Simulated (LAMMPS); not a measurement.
MD from the melt across the composition of CdTe (zinc blende) with a share x of Te sites Se; each row has its own temperature.

Computed with classical MD, pair style sw, file CdTeZnSeHgS0.sw, run in LAMMPS.

| x | volume | state | enthalpy | self-diffusion coefficient of Cd (not corrected for cell size) | T (K) |
|---|---|---|---|---|---|
| 0.25 | 35.73 ± 0.06 Å³/atom | liquid | -1.376 ± 0.002 eV/atom | (4.8 ± 0.1) × 10^-5 cm²/s | 1600 |
| 0.5 | 34.53 ± 0.04 Å³/atom | liquid | -1.431 ± 0.002 eV/atom | (3.8 ± 0.1) × 10^-5 cm²/s | 1640 |
| 0.75 | 33.28 ± 0.03 Å³/atom | liquid | -1.484 ± 0.002 eV/atom | (3.59 ± 0.09) × 10^-5 cm²/s | 1680 |

Caution: a run this short can hold a crystal over, or a liquid under, the potential's own melting point, which these runs don't give.

Caution: the real compound melts congruently only under the pressure of its own vapour and loses its more volatile element when open.

Caution (row 0.5): enthalpy drifts during the constant-pressure average: a transition or slow ageing; fluctuation values are void.

States go by the mean squared displacement: a species diffuses where it passes 1.5 Å², still rises and gives D over 1e-6 cm²/s; a crystal has left its structure where atoms lie 0.35 Å off their sites on average or a cubic box changes its shape by 3 %, or the axial ratios of another lie 8 % off the starting cell's, which the potential's own relaxation can also do.

Errors of D are the spread over four groups of atoms in one short run; a floor of about 5 %, a picked value, is safer.

The ± values are statistical; the model's systematic error is not in them.
